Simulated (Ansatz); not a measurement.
We consider fluorite HfO2 (high-temperature phase), described by r²SCAN (plane waves, PAW; Ansatz, a quantum-chemistry and plane-wave program).

Run with plane-wave cutoff 500 eV, 14×14×14 k mesh, Fermi–Dirac smearing 0.05 eV, scalar-relativistic PAW data made under PBE.

Cell (relaxed at this level):

```yaml
crystal:
  lattice:
    - [0.00000, 2.52931, 2.52931]
    - [2.52931, 0.00000, 2.52931]
    - [2.52931, 2.52931, 0.00000]
  atoms:
    - { symbol: Hf, position: [0.00000, 0.00000, 0.00000] }
    - { symbol: O, position: [0.75000, 0.75000, 0.75000] }
    - { symbol: O, position: [0.25000, 0.25000, 0.25000] }
```

Task: Give the computed band gap.

Result: 
- band gap: 4.30 eV (on the SCF k mesh)

Note: symmetry holds this phase in the static calculation, where it need not be a minimum; held by symmetry at 0 K, a high-temperature phase can be a saddle point.

Spin–orbit coupling is not included.

Computed values are for the static lattice.

The result took around 50 core-seconds (rough).
